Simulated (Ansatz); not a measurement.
How the lattice parameter a of W (model structure, P6₃/mmc, No. 194, 2 atoms in the cell) moves with the method

No measured value is used here.

```csv
level (code),value (Å)
LDA (Ansatz),2.735
PBEsol (Ansatz),2.752
r²SCAN (Ansatz),2.756
```

Density-functional levels without +SOC have no spin–orbit coupling. LDA, PBEsol, r²SCAN: the run has no spin polarisation, so it can have missed a magnetic state. Cutoffs differ between the levels. Ansatz's density-functional and Hartree–Fock values are scalar-relativistic unless marked +SOC, with PAW data made under PBE.

A model structure was made by putting elements into a prototype or built by hand; it is no filed structure, need not be a known phase, and can be a saddle point held by its symmetry.

Ansatz is an electronic-structure program.
